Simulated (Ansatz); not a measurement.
Cell of (Si)7/(GaP)7 zinc blende (110) superlattice on Si -1.0%, with its geometry taken from a PBE run:

```xyz
28
Lattice="3.8304 0.0000 0.0000 0.0000 5.4127 0.0000 0.0000 0.0000 27.3612" Properties=species:S:1:pos:R:3 pbc="T T T"
Si     0.0000    -0.0724    -0.0008
Si     1.9152     1.2821     0.0002
Si     1.9152     2.5847     1.9555
Si     0.0000     3.9470     1.9222
Si     0.0000    -0.1157     3.8745
Si     1.9152     1.2478     3.8915
Si     1.9152     2.5885     5.8271
Si     0.0000     3.9524     5.8271
Si     0.0000    -0.1157     7.7798
Si     1.9152     1.2478     7.7628
Si     1.9152     2.5847     9.6988
Si     0.0000     3.9470     9.7321
Si     0.0000    -0.0724    11.6551
Si     1.9152     1.2821    11.6541
Ga     1.9152     2.7389    13.5753
P      0.0000     4.1460    13.6086
Ga     0.0000     0.1143    15.5681
P      1.9152     1.4848    15.5888
Ga     1.9152     2.8116    17.5489
P      0.0000     4.1849    17.5354
Ga     0.0000     0.1059    19.5077
P      1.9152     1.4784    19.5077
Ga     1.9152     2.8116    21.4666
P      0.0000     4.1849    21.4801
Ga     0.0000     0.1143    23.4474
P      1.9152     1.4848    23.4267
Ga     1.9152     2.7389    25.4402
P      0.0000     4.1460    25.4069
```

Computed with r2SCAN (plane waves to 500 eV, PAW; Ansatz, an electronic-structure program). Scalar-relativistic, without spin–orbit coupling. Its k-point mesh 6×5×1, Fermi–Dirac width 0.01 eV.

### Question
Give the plane-averaged electrostatic potential energy of an electron along the normal (the smooth PAW potential), about its mean over the cell.

### Answer
(z (Å), V (eV)): (0.000, -4.86); (0.274, -3.31); (0.410, -1.61); (0.684, 2.20); (0.958, 3.82); (1.094, 3.54); (1.368, 0.68); (1.642, -3.06); (1.778, -4.30); (2.052, -4.57); (2.326, -1.93); (2.463, 0.02); (2.736, 3.29); (3.010, 3.69); (3.147, 2.77); (3.420, -0.87); (3.694, -4.09); (3.831, -4.79); (4.104, -3.83); (4.378, -0.41); (4.515, 1.54); (4.788, 3.78); (5.062, 3.04); (5.199, 1.50); (5.472, -2.36); (5.746, -4.71); (5.883, -4.79); (6.156, -2.68); (6.430, 1.15); (6.567, 2.81); (6.840, 3.83); (7.114, 1.88); (7.388, -1.98); (7.524, -3.59); (7.798, -4.83); (8.072, -3.02); (8.208, -1.24); (8.482, 2.51); (8.756, 3.86); (8.892, 3.45); (9.166, 0.39); (9.440, -3.28); (9.576, -4.43); (9.850, -4.46); (10.124, -1.65); (10.260, 0.31); (10.534, 3.40); (10.808, 3.56); (10.944, 2.49); (11.218, -1.25); (11.492, -4.29); (11.629, -4.85); (11.902, -3.60); (12.176, -0.03); (12.313, 1.90); (12.586, 3.92); (12.860, 2.90); (12.997, 1.54); (13.270, -1.41); (13.544, -2.92); (13.681, -2.88); (13.954, -1.17); (14.228, 1.98); (14.365, 3.40); (14.638, 4.33); (14.912, 2.42); (15.049, 0.84); (15.322, -1.97); (15.596, -2.98); (15.733, -2.65); (16.006, -0.46); (16.280, 2.71); (16.417, 3.85); (16.690, 3.93); (16.964, 1.34); (17.101, -0.28); (17.374, -2.57); (17.648, -2.79); (17.785, -2.08); (18.058, 0.66); (18.332, 3.53); (18.469, 4.22); (18.742, 3.32); (19.016, 0.32); (19.153, -1.17); (19.426, -2.89); (19.700, -2.44); (19.837, -1.42); (20.110, 1.64); (20.384, 4.05); (20.658, 3.71); (20.795, 2.52); (21.068, -0.61); (21.342, -2.70); (21.479, -2.97); (21.752, -1.86); (22.026, 1.03); (22.163, 2.60); (22.436, 4.28); (22.710, 2.97); (22.847, 1.46); (23.120, -1.57); (23.394, -2.96); (23.531, -2.83); (23.804, -0.98); (24.078, 2.14); (24.215, 3.48); (24.488, 4.32); (24.762, 2.28); (24.899, 0.65); (25.172, -2.11); (25.446, -2.96); (25.583, -2.56); (25.856, -0.29); (26.130, 2.68); (26.267, 3.65); (26.540, 3.50); (26.814, 0.35); (26.951, -1.64); (27.224, -4.47)
